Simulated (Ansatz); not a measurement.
**Defect calculation: Rh vacancy + O interstitial in fcc Rh**

Calculation: PBE, PAW (plane waves to 420 eV; Ansatz, a first-principles code). Details: 32-site cell; 6×6×6 shifted k-points; start: the Rh site; off centre in the vacancy; energies good to tenths of an eV; the relaxation kept the symmetry of the starting site; relaxed from one start, so a lower configuration may exist.

Neighbours after relaxation, in Å: of the emptied site: O 0.95; of the O atom: Rh 2.14, Rh 2.14, Rh 2.14, Rh 2.14.

Formation energies E_f are those of the neutral cell. Chemical conditions: host crystal and elements as references (Δμ(Rh) = 0.00 eV, Δμ(O) = 0.00 eV; O taken from its element, since no compound that bounds it was computed at this level; only phases computed here count, gases as isolated molecules at 0 K). Reference phases: O: O2 molecule in a box, Rh: fcc Rh.

```csv
charge,moment (μB),point group,largest move off a lattice site (Å),"E_f, host crystal and elements as references (eV)"
0,not spin-polarised,C4v,0.07,1.70
```

Point groups are those of the whole cell at tolerances of 0.03 and 0.1 Å ("near" where only the looser one holds); none is given for unsettled states.
